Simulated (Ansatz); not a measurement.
**Carrier properties of LiF under load (space group R-3m)**

Here is the system:

```yaml
crystal:
  lattice:
    - [-0.01323, 2.00482, 2.00482]
    - [2.00482, -0.01323, 2.00482]
    - [2.00482, 2.00482, -0.01323]
  atoms:
    - { symbol: Li, position: [0.00000, 0.00000, 0.00000] }
    - { symbol: F, position: [0.50000, 0.50000, 0.50000] }
```

The numbers are results of r2SCAN, rigid bands (plane waves, PAW, scalar-relativistic; Ansatz, a quantum-chemistry and plane-wave program), not measurements. Condition of this run: biaxial stress in (111) of -1.2 GPa (compression positive) (the target of the relaxation). Geometry: cell and atoms relaxed with PBEsol, then loaded as said.

```
Quantity                                                                                                                                                       Value
---------------------------------------------------------------------------------------------------------------------------------------  ---------------------------
band gap                                                                                                                                                    10.06 eV
electron conductivity mass (300 K, dilute)                                                                                                                   0.88 mₑ
hole conductivity mass (300 K, dilute)                                                                                                                        3.5 mₑ
effective density of states N_c (300 K)                                                                                                                  2.1e19 cm⁻³
effective density of states N_v (300 K)                                                                                                                  8.0e20 cm⁻³
density-of-states mass, electrons                                                                                                                            0.88 mₑ
density-of-states mass, holes                                                                                                                                10.1 mₑ
Seebeck coefficient, n-type 1e19 cm⁻³, 300 K                                                                                                               -281 μV/K
best n-type power factor at 300 K for τ = 10 fs (best axis; densities from 1e16 to 1e21 cm⁻³ tried, whether or not they can be reached)  3.8 μW/(cm·K²) at 1e20 cm⁻³
Seebeck coefficient, p-type 1e19 cm⁻³, 300 K                                                                                                                641 μV/K
```

Rigid bands; masses and Seebeck coefficients take one relaxation time τ for all states and one kind of carrier; polarons and phonon drag are left out. Spin-orbit coupling is left out. Geometry: cell and atoms relaxed with PBEsol.
